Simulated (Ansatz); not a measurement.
A computed series for C: pressure series

The parent structure is C in the diamond structure (space group Fd-3m, No. 227; a = 3.560 Å).

Cell and atoms are relaxed at each pressure.

Level of theory: r2SCAN/PAW in Ansatz (a quantum-chemistry and plane-wave program), scalar-relativistic without spin-orbit coupling.

| change | band gap | smallest direct gap | width of the top valence band |
|---|---|---|---|
| base | 4.36 eV | 5.90 eV | 8.75 eV |
| pressure −2 GPa | 4.35 eV | 5.88 eV | 8.71 eV |
| pressure −1 GPa | 4.36 eV | 5.89 eV | 8.73 eV |
| pressure 0.3 GPa | 4.36 eV | 5.90 eV | 8.75 eV |
| pressure 0.7 GPa | 4.37 eV | 5.90 eV | 8.76 eV |
| pressure 1.5 GPa | 4.37 eV | 5.90 eV | 8.77 eV |
| pressure 3 GPa | 4.38 eV | 5.91 eV | 8.80 eV |
| pressure 5 GPa | 4.39 eV | 5.93 eV | 8.84 eV |
| pressure 7.5 GPa | 4.40 eV | 5.94 eV | 8.89 eV |
| pressure 10 GPa | ? | ? | ? |

Task: Some entries are withheld; estimate them.

Result: 
- pressure 10 GPa, band gap: 4.41 eV
- pressure 10 GPa, smallest direct gap: 5.96 eV
- pressure 10 GPa, width of the top valence band: 8.94 eV

Load acts through the strain it causes; cell and atoms are relaxed under it. Stability against distortions was not tested. No other phases were tried under pressure.
